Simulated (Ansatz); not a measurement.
Consider Ag$_{2}$O (space group Pn-3m, No. 224; a = 4.8124 Å).

Method: PBE in Ansatz (plane waves to 420 eV, PAW, no SOC).

One change was made to it. Results:

The lattice parameter a goes up by 0.4594 Å, from 4.812 Å to 5.272 Å; the band gap remains zero.

Question: What was done to the base?
A) Ag → In
B) Ag → Cd
C) Ag → Hg

Answer: C, Ag → Hg. For comparison, the lattice parameter a in the other runs: Ag → In gives 5.136 Å; Ag → Cd gives 5.089 Å.

Spin-orbit coupling, missing from the scalar runs, can matter with Hg. Whether these cells are dynamically stable was not tested. As relaxed here, Hg2O, In2O and Cd2O are hypothetical phases, not in the database extracts checked. No Hubbard U is applied, and correlation can decide whether such a compound is a metal. The final runs are not spin-polarised. In2O has a high density of states at the Fermi level and may be magnetic at this level. The zero or small gap of Hg2O and Ag2O can change with the level of theory.

Ansatz is a program for electronic structure.
